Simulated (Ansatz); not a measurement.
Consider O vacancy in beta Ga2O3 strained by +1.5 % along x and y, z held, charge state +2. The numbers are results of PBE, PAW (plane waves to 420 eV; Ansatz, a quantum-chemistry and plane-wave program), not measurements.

Settings: 120 host sites, the strained lattice (strain from the relaxed PBE one, atoms relaxed), the Γ point alone, smearing 0.01 eV, spin-restricted, no image-charge correction. No zero-point or tunnelling terms. The charge state is imposed; whether it is stable for some Fermi level was not computed. Forms of the defect that were not tried may lie lower.

Barriers: single points on a 2×2×2 k-point mesh shifted by half a step at the bands' geometries (they differ from the bands' own by up to 0.10 eV, and are uncertain by about as much).

The step: one O atom jumps into the vacancy from a nearby O site (strongly reconstructed ends). Atoms about the jump, Cartesian Å from the middle of the jump, before and after:

| atom | x0 | y0 | z0 | x1 | y1 | z1 |
|---|---|---|---|---|---|---|
| O1 | -0.89 | 0.78 | -0.86 | 0.89 | -0.78 | 0.86 |
| Ga2 | 1.06 | 0.91 | -0.71 | 1.30 | 0.76 | -0.52 |
| Ga3 | -1.42 | -0.81 | 2.70 | -0.54 | -0.80 | 2.15 |
| Ga4 | -1.89 | -0.81 | -1.13 | -2.39 | -1.17 | -1.30 |
| Ga5 | 1.06 | -2.52 | -0.71 | 1.01 | -2.36 | -0.55 |
| O6 | 1.26 | -0.81 | -1.62 | 1.22 | -0.76 | -1.71 |
| O7 | -0.89 | -2.39 | -0.86 | -1.02 | -2.33 | -0.88 |
| O8 | -1.54 | 0.79 | 1.79 | -1.50 | 0.76 | 1.66 |
| O9 | -1.54 | -2.41 | 1.79 | -1.53 | -2.37 | 1.87 |
| O10 | 0.90 | 2.29 | 0.85 | 0.89 | 2.29 | 0.86 |
| O11 | 2.91 | 0.68 | 0.12 | 3.08 | 0.76 | 0.13 |
| Ga12 | 3.07 | -0.81 | 1.62 | 2.85 | -0.83 | 1.61 |
| O13 | 2.91 | -2.29 | 0.13 | 2.96 | -2.37 | 0.10 |
| O14 | -3.34 | -0.81 | 0.12 | -3.40 | -0.78 | 0.15 |
| O15 | 0.90 | -3.90 | 0.85 | 0.85 | -3.94 | 0.87 |
| Ga16 | -0.51 | 2.31 | 2.16 | -0.54 | 2.32 | 2.15 |
| O17 | -0.19 | -0.81 | 4.05 | -0.11 | -0.80 | 3.96 |
| O18 | 1.40 | 2.39 | -1.81 | 1.22 | 2.27 | -1.71 |
| O19 | 2.52 | 0.71 | 2.70 | 2.53 | 0.76 | 2.73 |
| O20 | 2.52 | -2.33 | 2.70 | 2.50 | -2.38 | 2.73 |
| Ga21 | -0.51 | -3.93 | 2.16 | -0.55 | -3.94 | 2.18 |
| O22 | -2.38 | -0.81 | -2.92 | -2.43 | -0.79 | -3.04 |

Q: Where do these atoms stand at the saddle point, and how high is it?

A: 
| atom | x | y | z |
|---|---|---|---|
| O1 | 0.07 | -0.54 | 0.32 |
| Ga2 | 1.24 | 0.64 | -0.64 |
| Ga3 | -0.72 | -0.67 | 2.10 |
| Ga4 | -1.85 | -1.02 | -1.00 |
| Ga5 | 1.03 | -2.48 | -0.68 |
| O6 | 1.40 | -0.91 | -1.83 |
| O7 | -0.91 | -2.59 | -0.94 |
| O8 | -1.63 | 0.93 | 1.82 |
| O9 | -1.58 | -2.31 | 1.84 |
| O10 | 0.89 | 2.38 | 0.93 |
| O11 | 3.00 | 0.64 | 0.13 |
| Ga12 | 3.09 | -0.79 | 1.61 |
| O13 | 2.92 | -2.30 | 0.12 |
| O14 | -3.30 | -0.78 | 0.14 |
| O15 | 0.87 | -3.89 | 0.88 |
| Ga16 | -0.57 | 2.44 | 2.16 |
| O17 | -0.12 | -0.72 | 3.86 |
| O18 | 1.20 | 2.20 | -1.70 |
| O19 | 2.53 | 0.75 | 2.70 |
| O20 | 2.51 | -2.28 | 2.70 |
| Ga21 | -0.56 | -3.85 | 2.15 |
| O22 | -2.24 | -0.79 | -2.80 |
It lies 1.79 eV above the start and 0.80 eV above the end. The saddle point's order was not checked.
